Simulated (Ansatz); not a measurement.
Tunnelling through a barrier is set by its complex band structure: the current falls as exp(−2κd) with the smallest κ.

Data:

```xyz
4
Lattice="3.8058 0.0000 0.0000 -1.9029 3.2959 0.0000 0.0000 0.0000 6.2380" Properties=species:S:1:pos:R:3 pbc="T T T"
Zn     0.0000     2.1973     0.0009
Zn     1.9029     1.0986     3.1199
S      0.0000     2.1973     2.3384
S      1.9029     1.0986     5.4574
```

The cell is taken as given.

Transport runs along the normal of the first two printed cell vectors, the (001) plane of the conventional cell.

The gap is the functional's own, uncorrected, and κ follows it; spin-orbit coupling is left out. Mid-gap means the computed energy nearest the middle.

Predict the band gap and the smallest decay constant κ at mid-gap from r2SCAN (Ansatz, a program for electronic structure).

Gap 2.79 eV on a 12×12×6 mesh; κ = 0.176 1/Å, at the zone centre.
